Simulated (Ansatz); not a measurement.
Take B (space group I4_132, No. 214; a = 4.633 Å; a hypothetical phase, not in the database extracts checked) as the base.

Levels (all Ansatz, an electronic-structure program, PAW): PBEsol (420 eV, scalar-relativistic without spin-orbit coupling); r2SCAN (500 eV, spin-orbit coupling left out); HSE06 (420 eV, scalar-relativistic without spin-orbit coupling).

One geometry, relaxed with PBEsol, under each level:

| level | band gap | lowest conduction level above the VBM at special points | electron mass | pressure |
|---|---|---|---|---|
| PBEsol | 1.41 eV | Γ 1.43 eV; N 2.83 eV; P 3.38 eV; H 4.61 eV | – | 0.00 GPa |
| r2SCAN | 1.76 eV | Γ 1.80 eV; N 3.18 eV; P 3.83 eV; H 5.36 eV | 2.9 mₑ along k, 0.59 mₑ across (off the special points) | 0.46 GPa |
| HSE06 | (withheld) | (withheld) | – | – |

**Question.** Give the withheld HSE06 results.

**Answer.** 
- HSE06, band gap: 2.43 eV
- HSE06, lowest conduction level above the VBM at special points: Γ 2.47 eV; N 3.78 eV; P 4.55 eV

Single points use the geometry relaxed with PBEsol. Their cutoffs differ, which shifts pressures a little. HSE06 gaps are upper bounds (no full band path). Masses are band curvatures over ±0.01 Å⁻¹ around the edge. Along k means along the line from Γ to the band edge. No phonon test of stability was made.
